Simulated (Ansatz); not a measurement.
Consider BeTe in the zinc blende structure (space group F-43m, No. 216; a = 5.6044 Å). Axes: x, y, z lie along the cube axes.

Calculations: PBEsol/PAW in Ansatz (a first-principles code), no spin-orbit coupling.

Base values:

The band gap is 1.84 eV and the smallest direct gap is 3.61 eV. The electron mass comes out as 1.4 mₑ along k, 0.25 mₑ across (at X).

The change: uniaxial stress, 8 GPa tension along z; all other stress components relax to zero.

Problem. Predict the new band gap, strain response, smallest direct gap and electron mass.

Solution. The band gap shrinks by 0.35 eV, from 1.84 eV to 1.49 eV; the strain response (xx, yy, zz) is (−2.21, −2.21, +9.77) %; the smallest direct gap decreases by 0.504 eV to 3.10 eV; the electron mass becomes 0.27 mₑ along x, 1.6 mₑ along y, 0.28 mₑ along z (at X) (base: 1.4 mₑ along k, 0.25 mₑ across (at X)).

With Te present, leaving out spin-orbit coupling can change the band edges. Masses are band curvatures over ±0.01 Å⁻¹ around the edge. Along k means along the line from Γ to the band edge. Stability under load was not tested beyond the relaxation.
